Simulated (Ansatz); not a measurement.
Si well of 16 atomic layers along [001] in random Si0.8Ge0.2, interfaces one step of a layer

Prepared with Tersoff's 1989 multicomponent potential (SiCGe.tersoff) (LAMMPS): minimisation. Geometry as solved with PBE, support functions at accuracy medium on the grid of 370 eV (Ansatz, a quantum-chemistry and plane-wave program).

```xyz
720
Lattice="16.58 0.00 0.00 0.00 16.58 0.00 0.00 0.00 54.93" Properties=species:S:1:pos:R:3 pbc="T T T"
Si     0.00    -0.02     0.04
Ge     1.41     1.38     1.41
Si     2.82     2.76     0.00
Si     4.15     4.15     1.38
Si     2.79    -0.03     2.82
Si     4.15     1.40     4.16
Si     0.01     2.80     2.79
Si     1.39     4.16     4.15
Si    -0.02    -0.04     5.52
Ge     1.35     1.41     6.89
Si     2.78     2.80     5.51
Si     4.14     4.13     6.95
Ge     2.78     0.00     8.33
Si     4.21     1.37     9.70
Si    -0.05     2.81     8.27
Ge     1.35     4.19     9.66
Si     0.01     0.00    11.08
Si     1.35     1.37    12.47
Ge     2.77     2.73    11.07
Ge     4.17     4.16    12.50
Ge     2.76     0.00    13.87
Si     4.17     1.40    15.26
Si     0.01     2.79    13.81
Si     1.37     4.14    15.22
Si     0.02    -0.02    16.62
Si     1.39     1.38    17.96
Si     2.76     2.77    16.59
Si     4.14     4.14    17.97
Si     2.77     0.00    19.32
Si     4.15     1.38    20.68
Si     0.00     2.76    19.32
Si     1.38     4.15    20.68
Si     0.00     0.00    22.03
Si     1.38     1.38    23.39
Si     2.77     2.76    22.04
Si     4.15     4.15    23.40
Si     2.76     0.00    24.75
Si     4.15     1.38    26.11
Si     0.00     2.76    24.75
Si     1.38     4.15    26.11
Si     0.00     0.00    27.47
Si     1.38     1.38    28.83
Si     2.76     2.76    27.47
Si     4.14     4.15    28.83
Si     2.76     0.00    30.19
Si     4.14     1.38    31.54
Si     0.00     2.76    30.19
Si     1.38     4.14    31.55
Si     0.00     0.00    32.91
Si     1.38     1.38    34.27
Si     2.76     2.76    32.91
Si     4.15     4.14    34.26
Si     2.77     0.00    35.63
Si     4.14     1.38    36.99
Si     0.00     2.76    35.63
Si     1.39     4.15    36.98
Si     0.00     0.00    38.35
Si     1.36     1.40    39.71
Si     2.76     2.77    38.35
Si     4.13     4.13    39.73
Ge     2.80     0.03    41.08
Si     4.18     1.43    42.49
Si     0.03     2.74    41.14
Si     1.38     4.14    42.49
Si    -0.01     0.04    43.89
Si     1.40     1.41    45.23
Si     2.78     2.78    43.86
Si     4.15     4.15    45.24
Si     2.72     0.01    46.62
Ge     4.16     1.37    48.01
Si     0.05     2.82    46.58
Si     1.43     4.15    47.97
Si     0.06     0.00    49.38
Si     1.41     1.38    50.76
Si     2.76     2.78    49.39
Si     4.16     4.11    50.77
Si     2.79     0.02    52.12
Si     4.14     1.41    53.50
Si     0.04     2.74    52.15
Ge     1.38     4.14    53.58
Si    -0.03     5.55     0.03
Si     1.35     6.90     1.40
Ge     2.79     8.27     0.00
Si     4.20     9.68     1.37
Si     2.73     5.51     2.73
Ge     4.12     6.93     4.12
Si    -0.02     8.28     2.79
Si     1.33     9.66     4.17
Si     0.01     5.52     5.54
Si     1.38     6.90     6.91
Si     2.71     8.31     5.54
Si     4.10     9.66     6.90
Si     2.78     5.55     8.28
Si     4.13     6.88     9.72
Si    -0.01     8.24     8.28
Ge     1.40     9.63     9.68
Si    -0.03     5.57    11.09
Si     1.37     6.91    12.47
Si     2.79     8.25    11.11
Si     4.14     9.67    12.47
Si     2.72     5.54    13.85
Ge     4.14     6.92    15.23
Si     0.03     8.28    13.89
Si     1.39     9.68    15.24
Si    -0.01     5.52    16.59
Si     1.37     6.91    17.96
Si     2.74     8.32    16.63
Si     4.15     9.69    17.97
Si     2.76     5.53    19.32
Si     4.14     6.91    20.68
Si     0.00     8.29    19.33
Si     1.38     9.67    20.68
Si     0.00     5.53    22.04
Si     1.38     6.91    23.40
Si     2.76     8.29    22.04
Si     4.15     9.67    23.40
Si     2.76     5.53    24.76
Si     4.15     6.91    26.11
Si     0.00     8.29    24.76
Si     1.38     9.67    26.11
Si     0.00     5.53    27.47
Si     1.38     6.91    28.83
Si     2.76     8.29    27.47
Si     4.15     9.67    28.83
Si     2.76     5.53    30.19
Si     4.15     6.91    31.55
Si     0.00     8.29    30.19
Si     1.38     9.68    31.54
Si     0.00     5.53    32.90
Si     1.38     6.91    34.26
Si     2.76     8.29    32.90
Si     4.14     9.67    34.26
Si     2.76     5.53    35.61
Si     4.13     6.91    36.98
Si     0.00     8.29    35.62
Si     1.38     9.67    36.98
Si     0.03     5.55    38.33
Si     1.38     6.91    39.73
Si     2.75     8.28    38.35
Si     4.10     9.69    39.69
Si     2.73     5.50    41.09
Ge     4.11     6.88    42.52
Si     0.00     8.29    41.10
Si     1.37     9.66    42.48
Si     0.01     5.53    43.86
Si     1.36     6.90    45.25
Si     2.72     8.31    43.90
Si     4.12     9.64    45.28
Si     2.78     5.54    46.61
Si     4.12     6.94    47.99
Si    -0.01     8.30    46.61
Si     1.37     9.66    47.99
Ge     0.02     5.57    49.35
Si     1.41     6.96    50.75
Si     2.76     8.32    49.37
Si     4.13     9.64    50.78
Ge     2.80     5.55    52.14
Si     4.22     6.89    53.55
Si     0.03     8.27    52.16
Si     1.40     9.66    53.51
Ge     0.00    11.05    -0.02
Si     1.37    12.48     1.37
Si     2.79    13.80     0.02
Si     4.12    15.19     1.41
Ge     2.73    11.03     2.75
Ge     4.14    12.48     4.15
Si     0.01    13.83     2.78
Si     1.38    15.20     4.16
Si    -0.01    11.06     5.54
Si     1.37    12.44     6.92
Si     2.73    13.84     5.56
Si     4.13    15.22     6.87
Si     2.75    11.04     8.26
Ge     4.14    12.39     9.69
Si    -0.01    13.82     8.30
Si     1.34    15.20     9.70
Ge     0.00    11.10    11.09
Si     1.39    12.44    12.54
Ge     2.75    13.84    11.12
Si     4.20    15.22    12.48
Si     2.78    11.04    13.86
Si     4.16    12.44    15.22
Si     0.01    13.80    13.90
Si     1.38    15.17    15.27
Si     0.00    11.06    16.60
Si     1.38    12.43    17.96
Si     2.78    13.80    16.60
Si     4.15    15.20    17.96
Si     2.76    11.06    19.33
Si     4.15    12.44    20.68
Si     0.00    13.82    19.32
Si     1.38    15.20    20.68
Si     0.00    11.05    22.04
Si     1.38    12.44    23.39
Si     2.77    13.82    22.04
Si     4.15    15.20    23.40
Si     2.76    11.06    24.75
Si     4.15    12.44    26.11
Si     0.00    13.82    24.75
Si     1.38    15.20    26.11
Si     0.00    11.06    27.47
Si     1.38    12.44    28.83
Si     2.76    13.82    27.47
Si     4.15    15.20    28.83
Si     2.77    11.06    30.19
Si     4.15    12.44    31.55
Si     0.00    13.82    30.19
Si     1.38    15.20    31.55
Si     0.00    11.06    32.90
Si     1.38    12.44    34.26
Si     2.76    13.82    32.91
Si     4.15    15.20    34.27
Si     2.76    11.05    35.62
Si     4.14    12.44    36.97
Si     0.00    13.82    35.63
Si     1.39    15.20    36.99
Si    -0.01    11.04    38.35
Si     1.37    12.43    39.71
Si     2.76    13.81    38.35
Si     4.17    15.20    39.68
Si     2.72    11.04    41.07
Ge     4.12    12.45    42.44
Si    -0.03    13.78    41.07
Ge     1.34    15.20    42.48
Si    -0.03    11.03    43.83
Ge     1.36    12.42    45.25
Si     2.75    13.82    43.87
Ge     4.15    15.22    45.23
Si     2.78    11.03    46.65
Si     4.14    12.45    47.99
Si    -0.02    13.83    46.65
Si     1.39    15.20    47.99
Si     0.00    11.05    49.33
Ge     1.41    12.42    50.75
Si     2.80    13.85    49.36
Si     4.16    15.20    50.77
Si     2.79    11.02    52.17
Si     4.14    12.43    53.54
Si     0.00    13.78    52.16
Ge     1.40    15.20    53.54
Ge     5.48     0.00    -0.01
Ge     6.93     1.42     1.40
Si     8.31     2.80    -0.03
Si     9.67     4.14     1.37
Si     8.35     0.01     2.76
Si     9.69     1.38     4.14
Si     5.51     2.79     2.79
Si     6.93     4.11     4.14
Si     5.51     0.05     5.56
Si     6.91     1.40     6.93
Si     8.28     2.72     5.51
Ge     9.68     4.13     6.92
Si     8.32     0.06     8.29
Si     9.68     1.40     9.70
Si     5.54     2.77     8.32
Si     6.92     4.15     9.70
Si     5.55     0.03    11.12
Si     6.93     1.40    12.48
Si     8.29     2.76    11.07
Si     9.68     4.12    12.43
Si     8.27     0.02    13.87
Si     9.67     1.38    15.22
Si     5.56     2.74    13.89
Si     6.91     4.11    15.27
Si     5.53    -0.01    16.61
Si     6.92     1.37    17.97
Si     8.30     2.75    16.61
Si     9.67     4.14    17.98
Si     8.30     0.00    19.33
Si     9.67     1.38    20.69
Si     5.53     2.76    19.32
Si     6.91     4.15    20.68
Si     5.53     0.00    22.04
Si     6.91     1.38    23.40
Si     8.29     2.76    22.04
Si     9.67     4.15    23.40
Si     8.29     0.00    24.76
Si     9.67     1.38    26.11
Si     5.53     2.76    24.75
Si     6.91     4.15    26.11
Si     5.53     0.00    27.47
Si     6.91     1.38    28.83
Si     8.29     2.76    27.47
Si     9.67     4.15    28.83
Si     8.29     0.00    30.19
Si     9.67     1.38    31.54
Si     5.53     2.76    30.19
Si     6.91     4.15    31.54
Si     5.52     0.00    32.90
Si     6.90     1.38    34.25
Si     8.29     2.76    32.90
Si     9.67     4.15    34.26
Si     8.29     0.01    35.61
Si     9.64     1.41    36.96
Si     5.52     2.76    35.62
Si     6.90     4.14    36.98
Si     5.54     0.01    38.34
Si     6.91     1.38    39.73
Si     8.28     2.77    38.36
Si     9.68     4.13    39.72
Si     8.29     0.01    41.10
Si     9.67     1.39    42.47
Si     5.54     2.78    41.10
Si     6.92     4.13    42.48
Si     5.56     0.04    43.84
Si     6.92     1.39    45.23
Si     8.30     2.76    43.86
Si     9.67     4.14    45.24
Si     8.26     0.03    46.65
Si     9.67     1.39    48.00
Si     5.53     2.76    46.57
Ge     6.95     4.13    47.97
Si     5.56    -0.02    49.42
Si     6.93     1.38    50.78
Si     8.32     2.74    49.40
Si     9.67     4.14    50.77
Si     8.32     0.03    52.15
Si     9.66     1.41    53.54
Si     5.55     2.76    52.15
Si     6.92     4.15    53.52
Si     5.54     5.50     0.00
Si     6.90     6.85     1.40
Ge     8.28     8.23    -0.03
Ge     9.64     9.69     1.39
Si     8.30     5.49     2.77
Si     9.64     6.86     4.19
Si     5.56     8.29     2.73
Si     6.94     9.63     4.13
Ge     5.56     5.51     5.56
Si     6.95     6.92     6.95
Si     8.31     8.27     5.54
Si     9.70     9.64     6.91
Si     8.29     5.53     8.33
Si     9.71     6.87     9.67
Ge     5.50     8.29     8.32
Si     6.88     9.69     9.72
Si     5.54     5.53    11.07
Si     6.87     6.91    12.46
Ge     8.28     8.27    11.05
Ge     9.68     9.72    12.48
Ge     8.29     5.51    13.85
Si     9.66     6.91    15.27
Si     5.54     8.31    13.83
Si     6.91     9.68    15.22
Si     5.54     5.50    16.62
Si     6.91     6.91    17.97
Si     8.28     8.30    16.60
Si     9.67     9.68    17.96
Si     8.29     5.53    19.33
Si     9.68     6.91    20.68
Si     5.52     8.29    19.32
Si     6.91     9.68    20.68
Si     5.52     5.53    22.04
Si     6.91     6.91    23.39
Si     8.29     8.29    22.03
Si     9.67     9.68    23.39
Si     8.29     5.53    24.75
Si     9.67     6.91    26.11
Si     5.53     8.29    24.75
Si     6.91     9.67    26.11
Si     5.53     5.53    27.47
Si     6.91     6.91    28.83
Si     8.29     8.29    27.47
Si     9.67     9.67    28.83
Si     8.29     5.53    30.19
Si     9.67     6.91    31.55
Si     5.53     8.29    30.19
Si     6.91     9.67    31.55
Si     5.53     5.53    32.90
Si     6.91     6.91    34.26
Si     8.29     8.29    32.91
Si     9.67     9.68    34.27
Si     8.29     5.52    35.62
Si     9.68     6.90    36.97
Si     5.52     8.29    35.62
Si     6.90     9.67    36.97
Si     5.49     5.49    38.32
Ge     6.92     6.87    39.69
Si     8.30     8.29    38.30
Ge     9.69     9.68    39.71
Si     8.30     5.47    41.10
Ge     9.69     6.88    42.48
Ge     5.52     8.33    41.10
Si     6.94     9.67    42.50
Si     5.56     5.49    43.88
Si     6.91     6.90    45.25
Si     8.26     8.26    43.86
Ge     9.70     9.63    45.23
Si     8.33     5.56    46.60
Si     9.69     6.91    48.01
Si     5.52     8.26    46.62
Si     6.90     9.62    48.00
Ge     5.52     5.55    49.39
Si     6.94     6.93    50.78
Si     8.30     8.29    49.38
Si     9.67     9.68    50.76
Si     8.29     5.52    52.14
Si     9.70     6.88    53.49
Si     5.52     8.27    52.13
Ge     6.88     9.71    53.50
Si     5.52    11.09     0.01
Si     6.90    12.45     1.38
Si     8.32    13.80     0.02
Si     9.68    15.20     1.38
Si     8.24    11.07     2.78
Ge     9.68    12.45     4.16
Si     5.54    13.84     2.73
Ge     6.91    15.24     4.16
Ge     5.56    11.02     5.54
Si     6.96    12.45     6.90
Si     8.30    13.85     5.57
Si     9.67    15.26     6.90
Ge     8.31    11.04     8.32
Si     9.69    12.44     9.73
Ge     5.54    13.83     8.26
Ge     6.96    15.24     9.71
Si     5.54    11.03    11.12
Si     6.90    12.44    12.48
Si     8.30    13.78    11.10
Ge     9.68    15.20    12.48
Si     8.27    11.09    13.88
Si     9.68    12.44    15.23
Si     5.53    13.82    13.85
Si     6.91    15.20    15.22
Si     5.53    11.06    16.59
Si     6.91    12.44    17.95
Si     8.30    13.83    16.59
Si     9.67    15.21    17.96
Si     8.29    11.06    19.32
Si     9.67    12.44    20.68
Si     5.53    13.82    19.32
Si     6.91    15.20    20.68
Si     5.53    11.06    22.04
Si     6.91    12.44    23.40
Si     8.29    13.82    22.04
Si     9.67    15.20    23.40
Si     8.29    11.06    24.75
Si     9.67    12.44    26.11
Si     5.53    13.82    24.75
Si     6.91    15.20    26.11
Si     5.53    11.06    27.47
Si     6.91    12.44    28.83
Si     8.29    13.82    27.47
Si     9.67    15.20    28.83
Si     8.29    11.06    30.19
Si     9.67    12.44    31.55
Si     5.53    13.82    30.19
Si     6.91    15.20    31.54
Si     5.53    11.06    32.91
Si     6.91    12.44    34.27
Si     8.29    13.82    32.90
Si     9.68    15.21    34.26
Si     8.29    11.06    35.63
Si     9.69    12.45    36.98
Si     5.53    13.83    35.63
Si     6.92    15.21    36.98
Si     5.49    11.04    38.32
Ge     6.90    12.44    39.72
Si     8.31    13.84    38.33
Si     9.66    15.20    39.74
Si     8.28    11.04    41.12
Ge     9.68    12.44    42.50
Si     5.53    13.87    41.09
Si     6.90    15.23    42.47
Ge     5.53    11.05    43.90
Si     6.90    12.49    45.27
Si     8.24    13.84    43.86
Ge     9.66    15.22    45.25
Ge     8.28    11.07    46.66
Si     9.68    12.45    48.06
Si     5.54    13.83    46.66
Si     6.92    15.21    48.02
Ge     5.53    11.04    49.39
Si     6.93    12.46    50.77
Si     8.29    13.84    49.40
Si     9.65    15.22    50.77
Si     8.32    11.08    52.12
Si     9.66    12.46    53.51
Si     5.51    13.78    52.13
Ge     6.93    15.17    53.52
Si    11.00     0.04     0.02
Si    12.39     1.37     1.41
Ge    13.79     2.80     0.04
Si    15.22     4.18     1.43
Si    13.78    -0.01     2.75
Ge    15.17     1.39     4.15
Si    11.04     2.78     2.77
Si    12.43     4.15     4.16
Si    11.06     0.01     5.52
Si    12.41     1.40     6.91
Si    13.77     2.79     5.56
Si    15.17     4.17     6.90
Ge    13.81    -0.02     8.28
Ge    15.20     1.42     9.71
Si    11.08     2.75     8.34
Si    12.45     4.14     9.69
Si    11.06     0.03    11.07
Si    12.42     1.39    12.46
Si    13.80     2.80    11.12
Si    15.21     4.17    12.46
Si    13.77     0.00    13.84
Ge    15.20     1.38    15.22
Si    11.02     2.74    13.82
Ge    12.42     4.15    15.22
Si    11.05     0.00    16.59
Si    12.43     1.37    17.97
Si    13.81     2.77    16.64
Si    15.20     4.15    17.97
Si    13.82     0.00    19.32
Si    15.20     1.38    20.68
Si    11.05     2.76    19.33
Si    12.44     4.15    20.68
Si    11.06     0.00    22.04
Si    12.44     1.38    23.40
Si    13.82     2.76    22.04
Si    15.20     4.15    23.40
Si    13.82     0.00    24.75
Si    15.20     1.38    26.11
Si    11.06     2.76    24.75
Si    12.44     4.15    26.11
Si    11.06     0.00    27.47
Si    12.44     1.38    28.83
Si    13.82     2.76    27.47
Si    15.20     4.15    28.83
Si    13.82     0.00    30.19
Si    15.20     1.38    31.55
Si    11.06     2.77    30.19
Si    12.44     4.15    31.55
Si    11.06     0.00    32.90
Si    12.44     1.38    34.27
Si    13.82     2.76    32.91
Si    15.20     4.15    34.27
Si    13.83    -0.01    35.61
Si    15.20     1.37    36.98
Si    11.05     2.78    35.62
Si    12.43     4.15    36.99
Ge    11.05     0.01    38.35
Si    12.44     1.43    39.73
Si    13.80     2.75    38.33
Ge    15.23     4.13    39.71
Ge    13.84     0.01    41.11
Si    15.22     1.41    42.52
Si    11.05     2.77    41.11
Si    12.42     4.13    42.51
Si    11.06     0.03    43.84
Si    12.41     1.42    45.21
Si    13.83     2.78    43.87
Si    15.21     4.16    45.23
Ge    13.81     0.00    46.57
Ge    15.26     1.40    47.98
Si    11.03     2.77    46.61
Si    12.40     4.19    47.96
Si    11.01     0.01    49.39
Si    12.35     1.40    50.75
Ge    13.76     2.78    49.37
Ge    15.20     4.16    50.81
Ge    13.78     0.02    52.11
Ge    15.23     1.38    53.56
Si    11.03     2.78    52.15
Si    12.41     4.16    53.52
Si    11.03     5.49    -0.04
Ge    12.45     6.85     1.37
Ge    13.85     8.32    -0.03
Si    15.21     9.68     1.43
Si    13.84     5.50     2.82
Si    15.21     6.89     4.17
Ge    11.04     8.26     2.81
Ge    12.49     9.68     4.21
Si    11.08     5.54     5.54
Si    12.45     6.90     6.93
Si    13.87     8.25     5.58
Si    15.24     9.64     6.91
Si    13.81     5.51     8.30
Si    15.20     6.88     9.66
Si    11.06     8.27     8.30
Si    12.38     9.68     9.68
Si    11.06     5.49    11.06
Si    12.43     6.84    12.45
Ge    13.78     8.26    11.05
Ge    15.18     9.67    12.52
Si    13.85     5.54    13.83
Si    15.21     6.91    15.23
Ge    11.09     8.27    13.88
Si    12.46     9.70    15.27
Si    11.03     5.55    16.63
Si    12.44     6.92    17.96
Si    13.83     8.29    16.60
Si    15.21     9.67    17.97
Si    13.82     5.53    19.32
Si    15.20     6.91    20.69
Si    11.05     8.30    19.32
Si    12.44     9.68    20.68
Si    11.06     5.53    22.04
Si    12.44     6.91    23.40
Si    13.82     8.30    22.04
Si    15.20     9.67    23.40
Si    13.82     5.53    24.75
Si    15.20     6.91    26.11
Si    11.06     8.29    24.75
Si    12.44     9.67    26.11
Si    11.06     5.53    27.47
Si    12.44     6.91    28.83
Si    13.82     8.29    27.47
Si    15.20     9.67    28.83
Si    13.82     5.53    30.19
Si    15.20     6.91    31.54
Si    11.06     8.29    30.19
Si    12.44     9.67    31.54
Si    11.06     5.53    32.91
Si    12.44     6.91    34.26
Si    13.82     8.29    32.90
Si    15.20     9.68    34.26
Si    13.82     5.53    35.63
Si    15.20     6.92    36.98
Si    11.07     8.30    35.62
Si    12.45     9.68    36.98
Si    11.05     5.53    38.36
Si    12.42     6.93    39.70
Si    13.83     8.30    38.35
Si    15.21     9.66    39.72
Ge    13.80     5.55    41.13
Si    15.23     6.94    42.51
Si    11.10     8.29    41.11
Si    12.47     9.67    42.47
Si    11.08     5.50    43.90
Si    12.46     6.90    45.24
Si    13.83     8.29    43.87
Si    15.19     9.67    45.23
Si    13.82     5.53    46.61
Si    15.17     6.94    47.96
Si    11.10     8.25    46.65
Si    12.44     9.67    48.01
Si    11.04     5.52    49.39
Si    12.42     6.90    50.76
Si    13.79     8.27    49.36
Ge    15.20     9.66    50.75
Si    13.79     5.57    52.19
Si    15.23     6.90    53.52
Si    11.05     8.29    52.13
Si    12.44     9.67    53.48
Ge    11.08    11.09    -0.03
Si    12.46    12.44     1.43
Ge    13.85    13.81     0.02
Si    15.22    15.22     1.43
Si    13.86    11.08     2.78
Si    15.22    12.45     4.15
Si    11.08    13.84     2.76
Si    12.44    15.21     4.15
Si    11.06    11.05     5.58
Si    12.44    12.46     6.89
Si    13.82    13.82     5.51
Si    15.21    15.16     6.89
Ge    13.82    11.05     8.29
Si    15.19    12.49     9.69
Ge    11.05    13.84     8.31
Si    12.43    15.21     9.73
Si    11.09    11.09    11.07
Si    12.45    12.44    12.47
Si    13.79    13.81    11.07
Ge    15.20    15.19    12.48
Si    13.80    11.09    13.89
Si    15.19    12.44    15.25
Si    11.08    13.80    13.87
Si    12.43    15.20    15.23
Si    11.05    11.06    16.61
Si    12.44    12.45    17.96
Si    13.82    13.83    16.60
Si    15.20    15.20    17.97
Si    13.82    11.06    19.31
Si    15.20    12.44    20.68
Si    11.05    13.83    19.32
Si    12.44    15.20    20.68
Si    11.06    11.06    22.04
Si    12.44    12.44    23.40
Si    13.82    13.82    22.04
Si    15.20    15.20    23.39
Si    13.82    11.06    24.76
Si    15.20    12.44    26.11
Si    11.06    13.82    24.76
Si    12.44    15.20    26.11
Si    11.06    11.06    27.47
Si    12.44    12.44    28.83
Si    13.82    13.82    27.47
Si    15.20    15.20    28.83
Si    13.82    11.06    30.19
Si    15.20    12.44    31.54
Si    11.06    13.82    30.19
Si    12.44    15.20    31.55
Si    11.06    11.05    32.90
Si    12.44    12.44    34.25
Si    13.82    13.82    32.90
Si    15.21    15.20    34.26
Si    13.83    11.06    35.61
Si    15.21    12.43    36.98
Si    11.06    13.82    35.61
Si    12.46    15.18    36.97
Si    11.09    11.09    38.33
Si    12.45    12.45    39.72
Si    13.83    13.81    38.34
Si    15.22    15.18    39.70
Si    13.82    11.04    41.08
Si    15.20    12.40    42.44
Si    11.07    13.84    41.08
Si    12.40    15.21    42.48
Si    11.11    11.03    43.86
Si    12.43    12.39    45.27
Ge    13.82    13.80    43.86
Si    15.24    15.20    45.23
Si    13.82    11.03    46.63
Si    15.19    12.42    47.99
Si    11.03    13.76    46.63
Ge    12.41    15.17    48.02
Si    11.06    11.04    49.39
Si    12.41    12.43    50.77
Si    13.81    13.75    49.38
Ge    15.22    15.17    50.73
Si    13.79    11.07    52.14
Si    15.19    12.42    53.50
Si    11.01    13.81    52.11
Ge    12.36    15.20    53.55
```
